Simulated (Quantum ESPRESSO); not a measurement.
The steps of a band-structure calculation for Fe₃Ge₂ (P-6m2, 5 atoms in the cell) with Quantum ESPRESSO.

Level of theory: PBEsol, PSlibrary PAW (PBE) pseudopotentials (plane waves; Quantum ESPRESSO 7.5).

Step 1 (scf):

```fortran
&CONTROL
   calculation = 'scf'
   prefix = 'fe3ge2'
   outdir = './out'
   pseudo_dir = './'
   tprnfor = .true.
   tstress = .true.
/
&SYSTEM
   ibrav = 0
   nat = 5
   ntyp = 2
   ecutwfc = 55
   ecutrho = 330
   occupations = 'smearing'
   smearing = 'marzari-vanderbilt'
   degauss = 0.019992
   nspin = 2
   starting_magnetization(1) = 0.500
   input_dft = 'pbesol'
/
&ELECTRONS
   conv_thr = 1.0d-10
   mixing_beta = 0.3
/
ATOMIC_SPECIES
Fe    55.8450  Fe.pbe-n-kjpaw_psl.1.0.0.UPF
Ge    72.6300  Ge.pbe-n-kjpaw_psl.1.0.0.UPF
ATOMIC_POSITIONS {angstrom}
Fe    0.0000000000    0.0000000000    3.6661231820
Fe    0.0000000000    0.0000000000    1.2522068180
Fe    2.0026351244    1.1562219282    0.0000000000
Ge    2.0026351244    1.1562219282    2.4591650000
Ge    0.0000000000    2.3124438563    0.0000000000
K_POINTS {automatic}
4 4 3  0 0 0
CELL_PARAMETERS {angstrom}
   4.0052702488     0.0000000000     0.0000000000
  -2.0026351244     3.4686657845     0.0000000000
   0.0000000000     0.0000000000     4.9183300000
```

Step 2 (bands):

```fortran
&CONTROL
   calculation = 'bands'
   prefix = 'fe3ge2'
   outdir = './out'
   pseudo_dir = './'
   verbosity = 'high'
/
&SYSTEM
   ibrav = 0
   nat = 5
   ntyp = 2
   ecutwfc = 55
   ecutrho = 330
   occupations = 'smearing'
   smearing = 'marzari-vanderbilt'
   degauss = 0.019992
   nbnd = 24
   nspin = 2
   starting_magnetization(1) = 0.500
   input_dft = 'pbesol'
/
&ELECTRONS
   conv_thr = 1.0d-10
   startingwfc = 'random'
   diago_thr_init = 1.0d-6
   diagonalization = 'cg'
/
ATOMIC_SPECIES
Fe    55.8450  Fe.pbe-n-kjpaw_psl.1.0.0.UPF
Ge    72.6300  Ge.pbe-n-kjpaw_psl.1.0.0.UPF
ATOMIC_POSITIONS {angstrom}
Fe    0.0000000000    0.0000000000    3.6661231820
Fe    0.0000000000    0.0000000000    1.2522068180
Fe    2.0026351244    1.1562219282    0.0000000000
Ge    2.0026351244    1.1562219282    2.4591650000
Ge    0.0000000000    2.3124438563    0.0000000000
K_POINTS {crystal_b}
12
  0.00000000   0.00000000   0.00000000   9  ! G
  0.50000000   0.00000000   0.00000000   5  ! M
  0.33333333   0.33333333   0.00000000  10  ! K
  0.00000000   0.00000000   0.00000000   6  ! G
  0.00000000   0.00000000   0.50000000   9  ! A
  0.50000000   0.00000000   0.50000000   5  ! L
  0.33333333   0.33333333   0.50000000  10  ! H
  0.00000000   0.00000000   0.50000000   1  ! A
  0.50000000   0.00000000   0.50000000   6  ! L
  0.50000000   0.00000000   0.00000000   1  ! M
  0.33333333   0.33333333   0.00000000   6  ! K
  0.33333333   0.33333333   0.50000000   1  ! H
CELL_PARAMETERS {angstrom}
   4.0052702488     0.0000000000     0.0000000000
  -2.0026351244     3.4686657845     0.0000000000
   0.0000000000     0.0000000000     4.9183300000
```

Step 3 (bands.x):

```fortran
&BANDS
   prefix = 'fe3ge2'
   outdir = './out'
   filband = 'bands.dat'
   lsym = .false.
/
```

Output of bands (abridged):

```
     file Fe.pbe-n-kjpaw_psl.1.0.0.UPF: wavefunction(s)  4S 4P 3D renormalized

     Atomic positions and unit cell read from directory:
     ./out/fe3ge2.save/

     Message from routine setup:
     using ibrav=0 with symmetry is DISCOURAGED, use correct ibrav instead
     G-vector sticks info
     --------------------
     sticks:   dense  smooth     PW     G-vecs:    dense   smooth      PW
   [... lines left out ...]
     unit-cell volume          =     461.1143 (a.u.)^3
     atomic species   magnetization
   [... lines left out ...]

     End of band structure calculation

 ------ SPIN UP ------------

          k = 0.0000 0.0000 0.0000 (  3135 PWs)   bands (ev):

    -1.2311   3.0377   5.4807   5.9735   5.9736   7.2106   7.6312   7.6313
     7.6803   7.6803   8.6094   8.6094   9.3843   9.3844   9.9240  10.1194
    10.1194  11.5259  12.9139  12.9139  13.8027  14.4417  14.4418  14.9848

          k = 0.0556 0.0321 0.0000 (  3141 PWs)   bands (ev):

    -1.1942   3.0229   5.5115   5.9826   5.9933   7.2086   7.6078   7.6354
     7.6790   7.6920   8.5778   8.5971   9.3783   9.3788   9.9176  10.1090
    10.1131  11.5085  12.5361  12.7073  13.7122  14.5958  14.7705  14.9574

   [... 67 blocks of this kind left out ...]

 ------ SPIN DOWN ----------

          k = 0.0000 0.0000 0.0000 (  3135 PWs)   bands (ev):

    -1.2091   3.0734   5.7284   6.9410   6.9410   8.5934   8.9581   8.9582
     9.1650   9.1650  10.0536  10.0536  11.3885  11.6437  11.6437  12.1615
    12.1615  13.3693  13.7749  13.7749  13.9959  14.8881  15.4663  15.4664

          k = 0.0556 0.0321 0.0000 (  3141 PWs)   bands (ev):

    -1.1726   3.0651   5.7616   6.9199   6.9602   8.5509   8.9423   8.9560
     9.1536   9.1759  10.0165  10.0358  11.3819  11.6180  11.6346  12.1525
    12.1594  13.3472  13.5060  13.6336  14.0687  14.8973  15.5271  15.5630

   [... 67 blocks of this kind left out ...]
```

Output of bands.x (abridged):

```
     Reading xml data from directory:

     ./out/fe3ge2.save/
     file Fe.pbe-n-kjpaw_psl.1.0.0.UPF: wavefunction(s)  4S 4P 3D renormalized

     G-vector sticks info
     --------------------
     sticks:   dense  smooth     PW     G-vecs:    dense   smooth      PW
     Sum        1285     859    253                46649    25333    4079

     Reading collected, re-writing distributed wavefunctions
     high-symmetry point:  0.0000 0.0000 0.0000   x coordinate   0.0000
     high-symmetry point:  0.5000 0.2887 0.0000   x coordinate   0.5774
     high-symmetry point:  0.3333 0.5774 0.0000   x coordinate   0.9107
     high-symmetry point:  0.0000 0.0000 0.0000   x coordinate   1.5774
     high-symmetry point:  0.0000 0.0000 0.4072   x coordinate   1.9845
     high-symmetry point:  0.5000 0.2887 0.4072   x coordinate   2.5619
     high-symmetry point:  0.3333 0.5774 0.4072   x coordinate   2.8952
     high-symmetry point:  0.0000 0.0000 0.4072   x coordinate   3.5619
     high-symmetry point:  0.5000 0.2887 0.4072   x coordinate   3.5619
     high-symmetry point:  0.5000 0.2887 0.0000   x coordinate   3.9691
     high-symmetry point:  0.3333 0.5774 0.0000   x coordinate   4.3024
     high-symmetry point:  0.3333 0.5774 0.4072   x coordinate   4.7096

     Plottable bands (eV) written to file bands.dat.gnu
     Bands written to file bands.dat

   JOB DONE.
```

The starting cell comes from a database of computed structures (which also holds hypothetical and non-ambient phases and stackings), without a prior relaxation at this level. The magnetic order is the one reached from the typed start; others were not searched systematically.
